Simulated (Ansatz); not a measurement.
A user runs Ansatz (an electronic-structure program) on Ta₃C (Pm-3n, 8 atoms in the cell) and asks whether the run is sound. The aim is a self-consistent single point with DFT, PBEsol, plane waves, default PAW files made with PBE.

Cell that was meant: a = 5.1659 Å, b = 5.1659 Å, c = 5.1659 Å, α = 90.00°, β = 90.00°, γ = 90.00°.

Part of the input:

```yaml
# Ta3C
crystal:
  lattice:
    - [2.733688, 0.000000, 0.000000]
    - [0.000000, 2.733688, 0.000000]
    - [0.000000, 0.000000, 2.733688]
  atoms:
    - { symbol: Ta, position: [0.250000, 0.000000, 0.500000] }
    - { symbol: Ta, position: [0.750000, 0.000000, 0.500000] }
```

The program printed (abridged):

```
WARN basis.ecutwfc = 420 eV, the default
WARN ansatz: RAYON_NUM_THREADS=1 ignored (pool sized by the plan → 1); use --threads N
   [... lines left out ...]
PAW frozen core: C, regenerated for the run's functional, and the local potential with it
Initial density: superposition of atomic densities (neutral atoms: chi_scale 0, normalization atom), corrected by the library's trained network
Initial wavefunctions: pseudopotential atomic-orbital guess
Eigensolver: davidson
Functional: x = pbesol(κ = 0.804, μ = 0.12345679012345678), c = pbesol(β = 0.046)
SCF iter   1: F=—  HF=-57430.881567 eV  |F-HF|=—  |Δ(HF+E_count)|=         —  Δρ=5.32e0  dr2=9.77e2  ethr=1.77e-3  ⟨swp⟩=10.5  Hψ=3149  notcnv=0  defer=12
all-band conjugate gradients solve this SCF's bands
preconditioner: auto → LDOS
SCF iter   2: F=—  HF=-58325.162476 eV  |F-HF|=—  |Δ(HF+E_count)|=    8.94e2  Δρ=8.86e-1  dr2=4.15e1  ethr=1.77e-3  ⟨swp⟩=5.7  Hψ=2143  notcnv=0  defer=34
   [... lines left out ...]
SCF iter   6: F=—  HF=-58315.546682 eV  |F-HF|=—  |Δ(HF+E_count)|=   7.85e-5  Δρ=1.91e-4  dr2=2.37e-6  ethr=2.97e-7  ⟨swp⟩=2.8  Hψ=954  notcnv=0  defer=34
SCF iter   7: F=—  HF=-58315.546348 eV  |F-HF|=—  |Δ(HF+E_count)|=   3.35e-4  Δρ=3.92e-5  dr2=1.03e-7  ethr=1.16e-10  ⟨swp⟩=15.3  Hψ=3170  notcnv=0
SCF iter   8: F=-58315.546348 eV  HF=-58315.546348 eV  |F-HF|=2.29e-9  |Δ(HF+E_count)|=   5.72e-8  Δρ=4.46e-6  dr2=2.87e-9  ethr=1.16e-10  ⟨swp⟩=4.8  Hψ=1799  notcnv=0
SCF 1 converged in 8 iterations: F = -58315.546348 eV  dr2 = 2.87e-9
Free energy (F): -58315.546348 eV
Internal energy: -58315.506962 eV  (E = F + TS)
E sigma→0 (E₀):  -58315.526655 eV
Entropy (-TS):   -0.039386 eV (-4.923 meV/atom)
Fermi energy:    110.981750 eV
--- Forces (eV/Å), atoms counted from 1 ---
  atom   1  Ta     0.00000000    -0.00000000     0.00000000
   [... zero for the other atoms too ...]
--- Stress (GPa, compression-positive) ---
    16544.564547      -0.000000       0.000000
        0.000000   16544.564547       0.000000
        0.000000      -0.000000   16544.564547
  P = ⅓ Tr σ = 16544.5645 GPa (165445.645 kbar)
  The stress holds the Pulay correction. Without it, at fixed plane waves, as pw.x and ABINIT print it: P = 16528.3171 GPa
```

Is this run sound? If not, what is wrong?

The run is not sound. The fault is this: lattice multiplied by the bohr radius once too often. 1 bohr is 0.529 Å, so a mix-up scales every length by 1.89 or 0.529 and the volume by 6.75 or 0.148. To fix it, give the lengths in the unit that the key or card expects. The run converged in 8 iterations without an error; against the sound input the free energy rises by 126 eV/atom and the pressure goes from -24.79 to 16540 GPa.

The sound input it was made from differs as follows (other fixes are possible):
```diff
-    - [2.733688, 0.000000, 0.000000]
-    - [0.000000, 2.733688, 0.000000]
-    - [0.000000, 0.000000, 2.733688]
+    - [5.165921, 0.000000, 0.000000]
+    - [0.000000, 5.165921, 0.000000]
+    - [0.000000, 0.000000, 5.165921]
```

With that input, the run converged in 6 iterations: free energy E − TS (on the zero of these files) -59323.6390 eV; Fermi level (on the code's own zero) 15.46 eV; pressure -24.79 GPa (DFT, PBEsol, plane waves, default PAW files made with PBE).

On the sound input: the starting cell was generated: these elements placed on a structure prototype, without a prior relaxation; it need not be a known phase or ordering of this composition. Spin-orbit coupling is off. Spin polarisation is off. With a pressure of about -25 GPa the cell is away from its equilibrium volume at this level. Ansatz's pressure includes its estimate of the finite-basis (Pulay) stress.

Keys are those of Ansatz 0.2.
